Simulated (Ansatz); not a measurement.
**CdTe: energy against strain**

CdTe (zinc blende, F-43m, 34.150 Å³/atom at rest, cube axes along x, y and z) under a strain ε along a cube axis (axis z), the other axes held. PBEsol in Ansatz, a plane-wave DFT program (PAW, default set), 420 eV, 9×9×9 Γ-centred mesh, Fermi-Dirac smearing 0.05 eV; ions are relaxed within the symmetry of each cell.

Here s stands for strain and y for E less E0.

| strain (%) | E less E0 (meV/atom) |
|---|---|
| -3.00 | ? |
| -1.50 | 1.31 |
| -1.00 | 0.58 |
| -0.50 | 0.15 |
| 0.00 | 0.00 |
| 0.50 | 0.13 |
| 1.00 | 0.54 |
| 1.50 | 1.22 |

Problem. Fit y against s with a parabola, and predict the withheld value at s = -3.00.

Solution. Least squares gives y = -0.001 - 0.0264·s + 0.5624·s². Residuals (row less fit): 0.006, -0.008, -0.003, 0.001, 0.004, 0.005, -0.005; standard error 0.006 (degrees of freedom: 4). Twice the quadratic coefficient over the volume, 2 × 0.5624 meV × 10⁴ × 0.1602 / 34.150 Å³, is the elastic constant C11 = 53 ± 0.3 GPa. At the withheld row, y = -0.001 - 0.0264 × (-3.0) + 0.5624 × (-3.0)² = 5.140 meV/atom. The calculation gives 5.25 meV/atom, 0.110 meV/atom above the prediction (2.1 % of the range of y in the table). The row lies outside the fitted rows, so this is an extrapolation. From the scatter of the fitted rows alone, a prediction at this place has a standard error of 0.025 meV/atom, so the miss is 4.4 times that.

One order more, fitted to all 13 runs of the series, follows each within 0.01, so the miss is the next term of a smooth law. Rows are the converged runs of the series near zero and its far end; series whose fitted rows scatter by over a few per cent of the range, as at a crossing or softening among them, aren't shown in this form. Most that stay on the fit to the last digits aren't either.
